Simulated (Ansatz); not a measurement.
Base system: BeS in the zinc blende structure (space group F-43m, No. 216; a = 4.8761 Å).

The change: every lattice vector is shortened by 2.00 %, atoms relaxed at fixed cell.

The values are results of Ansatz (an electronic-structure program) PBE, without spin-orbit coupling, not measurements.

Base, band edges from the VBM (valence, conduction): X -2.59, 3.15; W -3.27, 6.45; L -1.01, 5.41; Γ 0.00, 5.66; K -2.14, 4.37; U -2.14, 4.37 eV.

Question: Give the band edges at the high-symmetry points of the new zone, measured from its valence-band maximum.

Answer: 
```tsv
point	valence edge (eV)	conduction edge (eV)
Γ	0.00	5.63
X	-2.80	3.01
U	-2.33	4.30
K	-2.33	4.30
L	-1.10	5.62
W	-3.56	6.49
```

The gap is 3.01 eV, indirect, Γ → X.

The cells carry an imposed strain or load. No phonon test of stability was made.
